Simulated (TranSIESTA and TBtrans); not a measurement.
System: Cu chain with one bond stretched by 2.0 Å. Leads: straight Cu chain, spacing 2.3 Å. Geometry: as built, not relaxed. Transport runs along z; the first 6 and the last 6 of the 20 atoms are the lead cells, repeated to infinity.

```xyz
20
Lattice="9.000 0.000 0.000 0.000 9.000 0.000 0.000 0.000 48.000" Properties=species:S:1:pos:R:3 pbc="F F T"
Cu     4.500     4.500     0.000
Cu     4.500     4.500     2.300
Cu     4.500     4.500     4.600
Cu     4.500     4.500     6.900
Cu     4.500     4.500     9.200
Cu     4.500     4.500    11.500
Cu     4.500     4.500    13.800
Cu     4.500     4.500    16.100
Cu     4.500     4.500    18.400
Cu     4.500     4.500    20.700
Cu     4.500     4.500    25.000
Cu     4.500     4.500    27.300
Cu     4.500     4.500    29.600
Cu     4.500     4.500    31.900
Cu     4.500     4.500    34.200
Cu     4.500     4.500    36.500
Cu     4.500     4.500    38.800
Cu     4.500     4.500    41.100
Cu     4.500     4.500    43.400
Cu     4.500     4.500    45.700
```

Run with TranSIESTA and TBtrans (open boundaries, self-consistent; PseudoDojo norm-conserving potentials, scalar-relativistic): PAO.BasisSize DZP, PAO.EnergyShift 0.15 eV, XC.Authors PBE, Mesh.Cutoff 200 Ry, ElectronicTemperature 300 K, TS.Voltage 0.0 eV, TBT.Elecs.Eta 0.001 eV, no spin polarisation.

Energies count from the leads' Fermi level. Transmissions are for one spin of a degenerate pair. The energy step is 0.01 eV; narrower resonances are cut or missed.

| E (eV) | T |
|---|---|
| -0.20 | 0.267 |
| -0.15 | 0.321 |
| -0.10 | 0.397 |
| -0.05 | 0.214 |
| 0.00 | 0.217 |
| 0.05 | 0.229 |
| 0.10 | 0.238 |
| 0.15 | 0.245 |
| 0.20 | 0.250 |

Task: Give the zero-bias conductance in μS and the resistance at 300 K.

Result: At the Fermi level T = 0.217. Averaged with −∂f/∂E over the full grid (kT = 25.9 meV) it is 0.224. With G0 = 2e²/h = 77.48 μS, G = 17.4 μS and R = 1/G = 57.5 kΩ.

Task: The eigenchannels at the Fermi level transmit 0.217. What Fano factor of the shot noise follows at low temperature and bias?

Result: F = Σ τ(1 − τ)/Σ τ = 0.170/0.217 = 0.78.

The leads' channel count changes near -0.01 eV, within the thermal window, so values at the Fermi level hang on where that band edge falls. The straight chain is held at its spacing; free chains may zigzag or dimerise. No spin-polarised start was tried, so a magnetic state, if there is one, is missed.
